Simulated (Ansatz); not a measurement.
Question: Name crystals whose logarithmic mean phonon energy lies between 9.9 and 15.4 meV and whose resistivity at 300 K lies between 10.2 and 15.9 μΩ·cm, by PBEsol, DFPT electron-phonon coupling, linearised Boltzmann equation (Ansatz, an electronic-structure program).

Answer: Many crystals can fit; among those computed here:
- ScPd3 (Pm-3m): 14.0 meV, 11.5 μΩ·cm
- NaPt$_{2}$ (Fd-3m): 12.3 meV, 12.7 μΩ·cm
- Re (P6_3/mmc): 15.4 meV, 12.6 μΩ·cm
- Ta (Im-3m): 12.6 meV, 12.6 μΩ·cm
- Cu$_{2}$As (P4/nmm): 10.8 meV, 13.4 μΩ·cm

Metals; harmonic phonons alone scatter; means over directions. Halving the electron mesh moves these values by up to 10 %; q meshes are mostly untested. Some of the runs warned that the eigensolver left states short of its tolerance. Spin-orbit coupling is left out.

Formula and space group known from diffraction (Crystallography Open Database), not checked to be the room-temperature form: Cu2As (P4/nmm), NaPt2 (Fd-3m), ScPd3 (Pm-3m). The missing spin-orbit coupling matters most for NaPt2 (Fd-3m), Re (P6_3/mmc), Ta (Im-3m).
